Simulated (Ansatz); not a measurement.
SnGe (model structure, Pmma, No. 51, 4 atoms in the cell), treated with PBEsol (Ansatz, an electronic-structure program, PAW).

Numerical settings: plane-wave cutoff 520 eV, 14×14×10 k mesh (along the axes of the cell as run), Fermi–Dirac smearing 0.05 eV, scalar-relativistic PAW data made under PBE.

Cell (relaxed at this level):

```
CELL_PARAMETERS angstrom
      4.29982     0.00000     0.00000
      0.00000     4.32942     0.00000
      0.00000     0.00000     6.15851
ATOMIC_POSITIONS crystal
  Ge 0.75000 0.00000 0.89083
  Ge 0.25000 0.00000 0.10917
  Sn 0.25000 0.50000 0.35690
  Sn 0.75000 0.50000 0.64310
```

Problem. What does this level give for the bulk modulus B0?

Solution. 
* **bulk modulus B0**: 51.2 GPa

The run finds no gap.

Note: the bulk modulus is −V dP/dV from two relaxed cells at ±2 % in volume; the relaxation could raise the start's symmetry but not lower it, so the cell can be a saddle point.

Spin–orbit coupling is not included; it can open a gap where bands touch, and shift volumes and moduli.

Static lattice: no zero-point or thermal effects.

A model structure was made by putting elements into a prototype or built by hand; it is no filed structure, need not be a known phase, and can be a saddle point held by its symmetry.
